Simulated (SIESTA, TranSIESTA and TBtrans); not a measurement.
Run with TranSIESTA and TBtrans (open boundaries, self-consistent; PseudoDojo norm-conserving potentials, scalar-relativistic): Spin polarized, PAO.BasisSize DZP, PAO.EnergyShift 0.15 eV, XC.Authors PBE, Mesh.Cutoff 200 Ry, ElectronicTemperature 300 K, TS.Voltage 0.0 eV, TBT.Elecs.Eta 0.001 eV.

Junction: Fe chain with one bond stretched by 2.0 Å. Leads: straight Fe chain, spacing 2.137 Å. Geometry: as built, not relaxed. Transport runs along z; the first 6 and the last 6 of the 20 atoms are the lead cells, repeated to infinity.

```xyz
20
Lattice="9.000 0.000 0.000 0.000 9.000 0.000 0.000 0.000 44.740" Properties=species:S:1:pos:R:3 pbc="F F T"
Fe     4.500     4.500     0.000
Fe     4.500     4.500     2.137
Fe     4.500     4.500     4.274
Fe     4.500     4.500     6.411
Fe     4.500     4.500     8.548
Fe     4.500     4.500    10.685
Fe     4.500     4.500    12.822
Fe     4.500     4.500    14.959
Fe     4.500     4.500    17.096
Fe     4.500     4.500    19.233
Fe     4.500     4.500    23.370
Fe     4.500     4.500    25.507
Fe     4.500     4.500    27.644
Fe     4.500     4.500    29.781
Fe     4.500     4.500    31.918
Fe     4.500     4.500    34.055
Fe     4.500     4.500    36.192
Fe     4.500     4.500    38.329
Fe     4.500     4.500    40.466
Fe     4.500     4.500    42.603
```
Starting moments (μB): atom 7 +3.2, atom 8 +3.2, atom 9 +3.2, atom 10 +3.2, atom 11 +3.2, atom 12 +3.2, atom 13 +3.2, atom 14 +3.2; lead atoms +3.2 (left) and +3.2 (right).

Task: Predict: conductance at 300 K (G0 = 2e²/h); thermopower (μV/K); mean T from −0.5 to 0.5 eV; spin polarisation of the conductance, (up − down)/(up + down).

Result: conductance at 300 K (G0 = 2e²/h): 0.51; thermopower (μV/K): -2.4; mean T from −0.5 to 0.5 eV: 0.51; spin polarisation of the conductance, (up − down)/(up + down): 0.22. The magnetic order of the leads was set by the start, and no other order was tried; the separate lead runs end at 3.32 (left) and 3.32 (right) μB an atom. The straight chain is held at its spacing; free chains may zigzag or dimerise.
